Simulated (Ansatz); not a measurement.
Abridged Ansatz (a first-principles code) output:

```
Relaxation: its limit of steps is 60 (relax.max_steps)
Pseudopotential: Ti, paw, valence charge 12
Pseudopotential: O, paw, valence charge 6
Crystal: 10 atoms, lattice volume = 101.609 Å³
Basis set: ecut = 420 eV, 1983 PW (Γ), exchange–correlation on 80×80×80 points (8 copies of the dense FFT grid, shifted against one another)
Bands: 52, of which v1, the nominal top of the filled ones, is band 42 counted from 1 (41 counted from 0)
Symmetry: 12 space group operations
k-points: 146 of 1331
Functional: x = pbesol(κ = 0.804, μ = 0.12345679012345678), c = pbesol(β = 0.046)
SCF iter   1: F=—  HF=-13275.447460 eV  |F-HF|=—  |Δ(HF+E_count)|=         —  Δρ=1.82e-2  dr2=2.49e-1  ethr=1.77e-3  ⟨swp⟩=5.1  Hψ=28634  notcnv=0
SCF iter   2: F=—  HF=-13275.459703 eV  |F-HF|=—  |Δ(HF+E_count)|=   1.22e-2  Δρ=2.11e-2  dr2=3.13e-1  ethr=2.96e-4  ⟨swp⟩=3.8  Hψ=19253  notcnv=0
SCF 1 converged in 7 iterations: F = -13275.377799 eV  dr2 = 1.74e-9
relax step   1: F+E_penalty+E_count = -13275.37779902 eV  Δ(F+E_penalty+E_count) = +0.000e0 eV  max|allowed force component| = 1.389e-3 eV/Å  Δτ_max = 0.0000 Å  P = +0.292 GPa  Ω = 101.609 Å³  (7 SCF iters, dr2 threshold 1.00e-7 eV, accepted)
[... steps on the carried basis left out ...]
relax step   4: F+E_penalty+E_count = -13275.37729661 eV  Δ(F+E_penalty+E_count) = +7.538e-4 eV  max|allowed force component| = 2.465e-3 eV/Å  Δτ_max = 0.0000 Å  P = +0.690 GPa  Ω = 101.438 Å³  stress off target by 1.19e-2 GPa  SCF on the basis re-selected at this cell (its energy is not comparable with the rows above)  (5 SCF iters)
SCF converged after 5 iterations
Free energy (F): -13275.377297 eV
Internal energy: -13275.342192 eV  (E = F + TS)
E sigma→0 (E₀):  -13275.359744 eV
Entropy (-TS):   -0.035104 eV (-3.510 meV/atom)
Fermi energy:    13.805988 eV
--- Forces (eV/Å), atoms counted from 1 ---
  atom   1  Ti    -0.00000000     0.00000000     0.00246516
  atom   2  Ti     0.00000000    -0.00000000    -0.00246516
[...]
  atom   7  O     -0.00072922     0.00126304    -0.00000000
  atom   8  O      0.00072922    -0.00126304     0.00000000
  atom   9  O     -0.00072922    -0.00126304     0.00000000
  atom  10  O      0.00072922     0.00126304    -0.00000000
--- Stress (GPa, compression-positive) ---
        0.688085      -0.000000      -0.000000
       -0.000000       0.688085       0.000000
       -0.000000       0.000000       0.693912
  P = ⅓ Tr σ = 0.6900 GPa (6.900 kbar)
--- Relaxed structure (3 steps of the walk, 3 accepted, 1 SCFs on fresh bases) ---
  cell:  # Å, volume = 101.4383 Å³
    - [2.5170570954686258, 1.4532235916874487, 4.621948584769695]
    - [-2.5170570954686258, 1.4532235916874487, 4.621948584769695]
    - [4.771990355580368e-35, -2.906447183215957, 4.621948584819669]
  atoms:
    - { symbol: Ti, position: [0.8454238526978175, 0.8454238526978175, 0.8454238526978175] }
    - { symbol: Ti, position: [0.15457614730218264, 0.15457614730218264, 0.1545761473021826] }
    - { symbol: Ti, position: [0.6545761473021827, 0.6545761473021827, 0.6545761473021827] }
    - { symbol: Ti, position: [0.34542385269781745, 0.34542385269781745, 0.34542385269781745] }
    - { symbol: O, position: [0.061904106701951456, 0.43809589329804843, 0.75] }
    - { symbol: O, position: [0.9380958932980488, 0.5619041067019518, 0.2499999999999999] }
    - { symbol: O, position: [0.75, 0.06190410670195151, 0.43809589329804854] }
    - { symbol: O, position: [0.25, 0.9380958932980485, 0.5619041067019515] }
    - { symbol: O, position: [0.43809589329804854, 0.75, 0.061904106701951456] }
    - { symbol: O, position: [0.5619041067019515, 0.25000000000000006, 0.9380958932980485] }
```

Question: What was computed, and what are the main results?

Answer: Ti2O3, 10 atoms in the cell, with Ansatz PBEsol, scalar-relativistic without spin-orbit coupling, from a series relaxed to a target (pressure 0.7 GPa). The last SCF converged to F = -13275.377297 eV, or -1327.5377 eV per atom, at a pressure of 0.69 GPa. The total energy compares only with runs of the same code, potentials and settings.

Load acts through the strain it causes; cell and atoms are relaxed under it. Whether these cells are dynamically stable was not tested. No Hubbard U is applied, and correlation can decide whether such a compound is a metal. The final runs are not spin-polarised. The cell was made from Ti2O3 in the corundum structure (space group R-3c, No. 167) by this change: pressure 0.7 GPa.

Keys are those of Ansatz 0.2.
